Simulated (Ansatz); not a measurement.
The parent structure is CdTe in the zinc blende structure (space group F-43m, No. 216; a = 6.409 Å). Axes: x, y, z lie along the cube axes.

Method: LDA (Ansatz, a quantum-chemistry and plane-wave program; PAW; 420 eV plane waves; scalar-relativistic without spin-orbit coupling).

Before the change:

The pressure is 0.0 kbar and the valence-band top at Γ comes out as 0.00, 0.00, 0.00 eV. The band gap is 0.61 eV.

Now apply this change: biaxial strain +0.42 %, plane normal [111], relaxed out of plane (Cartesian); in-plane vectors clamped, the third vector and the atoms free.

Problem. What does the calculation give for the pressure, valence-band top at Γ and band gap after the change?

Solution. The pressure (mean of the normal stresses, compression positive) goes from zero to -2.2 kbar; the valence-band top at Γ (three highest levels, from the VBM) goes from 0.00, 0.00, 0.00 eV to 0.00, -0.04, -0.04 eV; the band gap shrinks by 0.04 eV (0.61 eV → 0.57 eV).

With Te present, leaving out spin-orbit coupling can change the band edges. Stability against distortions was not tested.
